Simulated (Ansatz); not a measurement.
**How the smallest direct gap on the k points sampled of Ta₂O₅ (C2/m, No. 12, 7 atoms in the cell; start mp-1218141) moves with the method**

No measured value is used here.

**Question.** Put these levels in order of the smallest direct gap on the k points sampled that they give for Ta₂O₅ (C2/m, No. 12, 7 atoms in the cell; start mp-1218141), smallest first: LDA (Ansatz, a quantum-chemistry and plane-wave program), PBE0 (Ansatz), r²SCAN0 (Ansatz).

**Answer.** LDA (2.96 eV), PBE0 (5.27 eV), r²SCAN0 (5.60 eV)

At these levels the smallest gap is indirect and lower: r²SCAN0 4.84, PBE0 4.52, LDA 2.21 eV. Computed values are for a static lattice. Levels without +SOC have no spin–orbit coupling; where heavier elements are present it shifts gaps, mostly down, and can invert bands.  Values are at the PBE-D3(BJ) cell. Cutoffs and k meshes differ between the levels. Ansatz's density-functional and Hartree–Fock values are scalar-relativistic unless marked +SOC, with PAW data made under PBE.

A start named mp-… is a Materials Project structure, which need not be a measured phase.
